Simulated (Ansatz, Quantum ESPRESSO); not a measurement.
A Quantum ESPRESSO input for a self-consistent single point of Al2Au (Fm-3m, 3 atoms in the cell) (DFT, PBE, plane waves, PseudoDojo standard norm-conserving (PBE) pseudopotentials):

```fortran
&CONTROL
   calculation = 'scf'
   outdir = './tmp/'
   pseudo_dir = './'
   tprnfor = .true.
   tstress = .true.
/
&SYSTEM
   ibrav = 0
   nat = 3
   ntyp = 2
   ecutwfc = 80
   occupations = 'smearing'
   smearing = 'fermi-dirac'
   degauss = 0.0073499
/
&ELECTRONS
   conv_thr = 1e-10
   mixing_beta = 0.7
/
ATOMIC_SPECIES
Al    26.9815  Al.upf
Au   196.9666  Au.upf
CELL_PARAMETERS {angstrom}
   0.0000000000     3.0296560000     3.0296560000
   3.0296560000     0.0000000000     3.0296560000
   3.0296560000     3.0296560000     0.0000000000
ATOMIC_POSITIONS {crystal}
Al    0.2500000000    0.2500000000    0.2500000000
Al    0.7500000000    0.7500000000    0.7500000000
Au    0.0000000000    0.0000000000    0.0000000000
K_POINTS {automatic}
6 6 6  0 0 0
```

Question: Give the Ansatz (an electronic-structure program) input for the same structure, mesh, smearing and functional.

Answer: This is the input that was run; spellings and numerical settings could be chosen otherwise.

Ansatz 0.2 input:
```yaml
crystal:
  lattice:
    - [0.000000, 3.029656, 3.029656]
    - [3.029656, 0.000000, 3.029656]
    - [3.029656, 3.029656, 0.000000]
  atoms:
    - { symbol: Al, position_ang: [1.514828, 1.514828, 1.514828] }
    - { symbol: Al, position_ang: [4.544484, 4.544484, 4.544484] }
    - { symbol: Au, position_ang: [0.000000, 0.000000, 0.000000] }
kpoints:
  mp_grid: { grid: [6, 6, 6] }
hamiltonian:
  xc: pbe
  pseudopotentials: { kind: paw }
scf:
  occupations: { method: fermi_dirac, width: 0.1 eV }
output:
  forces: true
  eigenvalues: true
  stress: true
```

Basis, cutoffs, solver keys and any potentials are the target program's own. This input uses DFT, PBE, plane waves, default PAW files. Both were run: pressure 0.04 GPa in Quantum ESPRESSO and 0.18 in Ansatz. Ansatz's pressure is the one without its finite-basis correction.

On Ansatz: the starting cell comes from a database of computed structures (which also holds hypothetical and non-ambient phases and stackings), without a prior relaxation at this level. Its lattice was rescaled by a random factor within 2.5 % of one.

On Quantum ESPRESSO: the starting cell comes from a database of computed structures (which also holds hypothetical and non-ambient phases and stackings), without a prior relaxation at this level. Its lattice was rescaled by a random factor within 2.5 % of one.
